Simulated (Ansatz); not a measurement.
# A computed series for Ti3AlN: pressure series

The parent structure is Ti$_{3}$AlN in the anti-perovskite structure (space group Pm-3m, No. 221; a = 4.086 Å; a cell from a computed database, its experimental status unchecked).

Cell and atoms are relaxed at each pressure.

Calculations: plane-wave PAW DFT at the PBEsol level (Ansatz, a program for electronic structure, 420 eV), no spin-orbit coupling.

```tsv
P (GPa)	V (Å³/atom)
-1.99	13.805
-0.99	13.723
0.30	13.621
0.70	13.590
1.49	13.529
2.99	13.419
4.98	13.279
7.50	13.112
10.00	12.956
```

**Question.** Fit a third-order Birch–Murnaghan equation of state.

**Answer.** Least squares on P(V) = (3B₀/2)[(V₀/V)^(7/3) − (V₀/V)^(5/3)]·[1 + (3/4)(B₀′ − 4)((V₀/V)^(2/3) − 1)] gives V₀ = 13.64 Å³/atom, B₀ = 174 GPa and B₀′ = 4.1.

Load acts through the strain it causes; cell and atoms are relaxed under it. No phonon test of stability was made. No other phases were tried under pressure. All final runs are without spin polarisation.
